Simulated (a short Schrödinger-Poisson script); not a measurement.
# Gated Al0.33Ga0.67As/GaAs modulation-doped gas

Stack: gated Al0.33Ga0.67As/GaAs modulation-doped gas, at 20 K.

```tsv
layer	material	thickness (nm)	Nd (cm⁻³)	Na (cm⁻³)
1	Al0.33Ga0.67As	30	-	-
2	Al0.33Ga0.67As	20	2.5e18	-
3	Al0.33Ga0.67As	3	-	-
4	GaAs	6000	-	4e15
```

Constants are typed, rounded textbook-type inputs, not results; the design itself was drawn at random and stands for no fabricated device. Al0.33Ga0.67As: permittivity 11.96, conduction-band edge (eV) 0.261, gap (eV) 1.836, electron mass (mₑ) 0.0944, Nv at 300 K (cm⁻³) 9e18. GaAs: permittivity 12.9, conduction-band edge (eV) 0, gap (eV) 1.424, Nv at 300 K (cm⁻³) 9e18.

Channel valleys (confinement mass, in-plane density-of-states mass, number): Γ 0.067, 0.067, 1. At the gate the conduction-band edge of layer 1 lies 1.21 eV − eVg above the Fermi level of the channel; the field vanishes at the back. Donor level 0.02 eV below the band edge. The barrier under the gate holds no holes. Gaps are held at their typed values at every temperature. Mesh 0.08 nm at interfaces.

Solved with a short Schrödinger-Poisson script written for these runs: 1D Poisson equation in equilibrium, electrons quantum, Hartree (BenDaniel-Duke, 40 states a valley, the channel's in-plane mass for all, wave functions free to enter the barrier), parabolic valleys, classical holes, donors ionised by Fermi statistics, acceptors fully, no traps, pinning or gate leakage.

```
Vg (V)  electrons (cm⁻²)  in the channel layer  C (μF/cm²)  Γ E0 (meV)  Γ E1 (meV)
------  ----------------  --------------------  ----------  ----------  ----------
0.5              1.06e12               1.01e12       0.298       -37.9         9.9
0.1              1.06e12               1.01e12       0.276       -37.8         9.9
-0.3             1.06e12               1.01e12       0.258       -37.8         9.9
-0.7             1.05e12               1.01e12       0.242       -37.6        10.1
-1.1             7.97e11               7.69e11       0.184       -28.5        16.9
-1.5             3.41e11               3.34e11       0.182       -12.2        28.5
```

Gate voltages with under 1e6 electrons/cm² are left out.

Subbands count from the Fermi level.
